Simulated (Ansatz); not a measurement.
System: SiRh (P2₁3, No. 198, 8 atoms in the cell; start mp-1483). Method: PBEsol (PAW; Ansatz, a first-principles code).

Numerical settings: plane-wave cutoff 520 eV, 12×12×12 k mesh, Fermi–Dirac smearing 0.05 eV, no spin polarisation, scalar-relativistic PAW data made under PBE.

Cell (relaxed at this level):

```
RhSi
1.0
    4.67264     0.00000     0.00000
    0.00000     4.67264     0.00000
    0.00000     0.00000     4.67264
Si Rh
4 4
Direct
  0.15791   0.34209   0.65791
  0.34209   0.65791   0.15791
  0.65791   0.15791   0.34209
  0.84209   0.84209   0.84209
  0.84747   0.65253   0.34747
  0.65253   0.34747   0.84747
  0.34747   0.84747   0.65253
  0.15253   0.15253   0.15253
```

Q: Give the computed bulk modulus B0.

A: 
* **bulk modulus B0**: 248 GPa

The run finds no gap.

Note: the bulk modulus is −V dP/dV from two relaxed cells at ±2 % in volume; the relaxation could not lower the start's symmetry, so the cell can be a saddle point above a distorted one.

Computed values are for the static lattice.

A start named mp-… is a Materials Project structure, which need not be a measured phase.
